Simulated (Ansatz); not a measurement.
Structures of equal composition on the (111)A surface of zinc-blende CdTe (Cd plane on top): 2x2 Te adatom at H3; 2x2 Te adatom at T1; 2x2 Te adatom at T4. The slabs share one bottom face, and each structure is named by its start. These are constructed structures in small cells; real faces may alloy, dewet or reconstruct in larger ones, and not all known structures of the face are among them. Slabs of about 16 Å with all that they carry, Fermi-Dirac smearing of 0.025 eV. Bottom of the slabs: H caps. Relaxed from the named starts with such symmetry as they have, on meshes of like density; energies extrapolated to zero smearing; no spin-orbit coupling, no U. Spin-polarised runs, if any, are marked in brackets, and their order is one that fits the cell; the others ran without spin. Where a second, spin-polarised start was run, the lower counts.

Host crystal: zinc-blende CdTe, with a band gap (PBE, scalar-relativistic without spin-orbit coupling).

Computed with PBE (plane waves to 420 eV, PAW; Ansatz, a first-principles code).

**Question.** Order them by energy per 1x1 cell (lowest first) at the level PBE.

**Answer.** 2x2 Te adatom at H3 (0.000 eV, gap 0.79 eV on the mesh), 2x2 Te adatom at T4 (0.028 eV (1 Te–Te bonds broke), gap 0.57 eV on the mesh), 2x2 Te adatom at T1 (0.298 eV [spin, 0.4 μB a cell], no gap over 0.04 eV on the mesh)
